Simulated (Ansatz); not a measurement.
Consider Al in the fcc (Cu type) structure (space group Fm-3m, No. 225; a = 3.9839 Å; relaxed with 0.1 eV smearing). Axes: x, y, z lie along the cube axes.

Computed with LDA in Ansatz (plane waves to 420 eV, PAW, without spin-orbit coupling).

For the base:

| Item | Value |
|---|---|
| Volume per atom | 15.81 Å³ |

Now apply this change: biaxial strain +1.00 %, plane normal [001], relaxed out of plane (Cartesian); in-plane vectors clamped, the third vector and the atoms free.

Task: How does this affect the volume per atom, energy relative to the base and in-plane stress?

Result: The volume per atom rises by 0.137 Å³, from 15.81 Å³ to 15.94 Å³; the energy goes up by 1.0 meV/atom; the mean in-plane stress (compression positive) is -1.0 GPa.

Whether these cells are dynamically stable was not tested.

Ansatz is a quantum-chemistry and plane-wave program.
